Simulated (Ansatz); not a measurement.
CsCl-type CoAl was calculated with PBE0 in Ansatz (PAW).

Run with plane-wave cutoff 460 eV, 10×10×10 k mesh, Fermi–Dirac smearing 0.05 eV, no spin polarisation, scalar-relativistic PAW data made under PBE.

Energies at three volumes about the minimum:

```tsv
V (Å³/atom)	E − E_lowest (meV/atom)
10.761	6.18
11.037	0.00
11.364	4.24
```

Q: Fit a parabola by hand: where is the minimum, what lattice constant follows, and what is the bulk modulus?

A: Slopes: (0.00 − 6.18)/(11.037 − 10.761) = -22.391 and (4.24 − 0.00)/(11.364 − 11.037) = 12.966 meV/Å³. Curvature E″ = 2 × (12.966 − (-22.391))/(11.364 − 10.761) = 117.270 meV/Å⁶. From the middle of the first interval, the slope vanishes at V0 = 10.8990 − (-22.391)/117.270 = 11.090 Å³/atom. B = V0 E″ = 11.090 × 117.270 meV/Å³ × 0.1602 GPa per meV/Å³ = 208 GPa. With 2 atoms in the cube, a = (2 × 11.090)^(1/3) = 2.810 Å. The full Birch–Murnaghan fit to all volumes gives V0 = 11.083 Å³/atom and B0 = 205 GPa.

Measured, for comparison: bulk modulus 162 GPa, lattice constant a 2.861 Å (room temperature, not corrected to a static lattice; as tabulated in Yamada et al. (2019), arXiv:1910.09660). Computed less measured: bulk modulus +27 %.

Note: the run has no spin polarisation, so it can have missed a magnetic state.

Ansatz is a quantum-chemistry and plane-wave program.
